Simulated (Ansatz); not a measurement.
Given:

```
CELL_PARAMETERS angstrom
     -2.98544     2.91974     5.86873
      2.98544    -2.91974     5.86873
      2.98544     2.91974    -5.86873
ATOMIC_POSITIONS crystal
  Sn 0.49966 0.49966 0.00000
  Sn 0.25034 0.75034 0.50000
  As 0.37500 0.35160 0.47660
  As 0.65109 0.12500 0.02609
  As 0.87500 0.89840 0.52340
  As 0.09891 0.62500 0.97391
  Zn 0.00035 0.00035 0.00000
  Zn 0.74965 0.24965 0.50000
```

No spin polarisation.

Level of theory: Ansatz (an electronic-structure program), PBEsol, PAW, cutoff 420 eV, without spin-orbit coupling. Settings: 8×8×8 k-points, 0.05 eV Fermi–Dirac smearing.

Q: What is the computed band gap?

A: Zero.

Q: Estimate the pressure (mean of the normal stresses, compression positive).

A: -1.3 GPa.

The cells carry an imposed strain or load. Stability against distortions was not tested. All final runs are without spin polarisation. The cell was made from ZnSnAs2 in the chalcopyrite structure (space group I-42d, No. 122) by this change: uniaxial strain ε_xx = +2.25 %. A zero or small gap of ZnSnAs2 can be the functional's error rather than a property of the material.
